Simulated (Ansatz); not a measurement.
The parent structure is Pt in the fcc (Cu type) structure (space group Fm-3m, No. 225; a = 3.972 Å; relaxed with 0.1 eV smearing).

Calculations: DFT with PBE, PAW potentials and a 420 eV plane-wave cutoff in Ansatz (a quantum-chemistry and plane-wave program), no spin-orbit coupling, earlier PAW set.

Base values:

* **Pressure**: 0.0 GPa
* **Band gap**: zero

One thing is altered: the cell is scaled by 0.9947 in all directions, atoms relaxed at fixed cell.

Question: How does this affect the pressure, energy relative to the base and band gap?

Answer: The pressure goes from zero to 4.1 GPa; the energy goes up by 3.1 meV/atom; the band gap remains zero.

The cells carry an imposed strain or load. Whether these cells are dynamically stable was not tested. The final runs are not spin-polarised.
